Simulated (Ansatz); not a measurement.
H on the 1x1 (110) surface of bcc Mo, one in a 2x2 cell, energies for each (28.3 Å²). Energies are against ½ H2(g), without zero-point or thermal terms; each row is named by its start.

Calculation: PBE (plane waves to 420 eV, PAW; Ansatz, a program for electronic structure).

### Question
Which site binds most strongly?
A) bridge Mo-Mo (span 2.7 Å)
B) hollow Mo-Mo-Mo
C) bridge Mo-Mo (span 3.2 Å)
D) top Mo

### Answer
B, hollow Mo-Mo-Mo. Adsorption energies: hollow Mo-Mo-Mo -0.75 eV; bridge Mo-Mo (span 2.7 Å) -0.64 eV; bridge Mo-Mo (span 3.2 Å) -0.59 eV; top Mo 0.00 eV.
